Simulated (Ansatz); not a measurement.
BeTe, response to strain

Take BeTe in the zinc blende structure (space group F-43m, No. 216; a = 5.657 Å) as the base. Axes: x, y, z lie along the cube axes.

Strains are applied to the cell and any free atomic positions relax; under biaxial strain the out-of-plane vector relaxes too; under stress the whole cell relaxes.

Method: plane-wave PAW DFT at the r2SCAN level (Ansatz, a quantum-chemistry and plane-wave program, 500 eV), no SOC.

Notes on the quantities. energy relative to the base: free energy F.

| case | space group | electron mass | energy relative to the base |
|---|---|---|---|
| base | F-43m (No. 216) | 2.1 mₑ along k, 0.25 mₑ across (at X) | 0 meV/atom |
| biaxial strain −1.99 %, plane normal [001], relaxed out of plane | I-4m2 (No. 119) | 1.9 mₑ along k, 0.25 mₑ across (at X) | +6.5 meV/atom |
| biaxial strain +1.06 %, plane normal [110], relaxed out of plane | Imm2 (No. 44) | 2.2 mₑ along k, 0.25 mₑ across (at T) | +2.1 meV/atom |
| isotropic strain −5.73 % | F-43m (No. 216) | 1.4 mₑ along k, 0.23 mₑ across (at X) | +147 meV/atom |
| isotropic strain −3.96 % | F-43m (No. 216) | 1.5 mₑ along k, 0.23 mₑ across (at X) | +67 meV/atom |
| uniaxial strain ε_yy = −2.21 % | I-4m2 (No. 119) | 2.0 mₑ along k, 0.25 mₑ across (at X) | +3.6 meV/atom |
| uniaxial strain ε_zz = +2.98 % | I-4m2 (No. 119) | 2.4 mₑ along k, 0.26 mₑ across (at X) | +6.2 meV/atom |
| tensor shear ε_xz = −3.42 % | Imm2 (No. 44) | – | +17 meV/atom |
| tensor shear ε_xy = −3.68 % | Imm2 (No. 44) | – | +20 meV/atom |
| uniaxial stress, 3 GPa tension along x | I-4m2 (No. 119) | 2.3 mₑ along k, 0.26 mₑ across (at X) | +7.5 meV/atom |

A biaxial case was relaxed in a doubled cell and then solved in the primitive one. With Te present, leaving out spin-orbit coupling can change the band edges. The levels and masses belong to the bands next to the band gap. Effective masses come from finite differences of ±0.01 Å⁻¹. Along k means along the line from Γ to the band edge. Beyond what the load breaks, stability against distortions was not tested.
